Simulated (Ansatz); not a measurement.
Si (diamond, Fd-3m); conventional cell a = 5.4021 Å, b = 5.4021 Å, c = 5.4021 Å, α = 90.00°, β = 90.00°, γ = 90.00°.

### Question
By how much do the lattice constants and the volume change from 300 K to 850 K (the quasi-harmonic free energy, Ansatz, a quantum-chemistry and plane-wave program, LDA functional, plane-wave PAW), and how far does the bulk modulus soften?

### Answer
a by 0.20 %, the volume by 0.60 %; B_T goes from 93.2 to 87.7 GPa. The crystal is held in this phase throughout; melting and phase transitions are not modelled.
